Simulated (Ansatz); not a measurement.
**Cubic perovskite BaHfO₃**

Method: r²SCAN+rVV10 (Ansatz, an electronic-structure program, plane waves, PAW).

Settings: plane-wave cutoff 500 eV, 8×8×8 k mesh, gaussian smearing 0.02 eV, scalar-relativistic PAW data made under PBE.

Cell: relaxed at this level.

```yaml
equilibrium_volume_per_atom: 14.45 Å³/atom
equilibrium_lattice_constant_a: 4.165 Å
band_gap: 4.19 eV (on the SCF k mesh)
```

Measured, for comparison: equilibrium volume per atom 14.51 Å³/atom (room temperature, not corrected to a static lattice; as tabulated in Zhao et al. (2008), arXiv:0809.3506); lattice constant a 4.171 Å (room temperature, not corrected to a static lattice, our sources range from 4.171 to 4.180; as tabulated in Zhao et al. (2008), arXiv:0809.3506). Computed (rounded) less measured: equilibrium volume per atom -0.4 %, lattice constant a -0.1 % (-0.1 % to -0.4 % over the range). A static lattice is as a rule a little smaller and stiffer than an uncorrected measurement, which narrows the difference in the equilibrium volume per atom and would widen misses of the other sign.

Spin–orbit coupling is not included.

Computed values are for the static lattice.
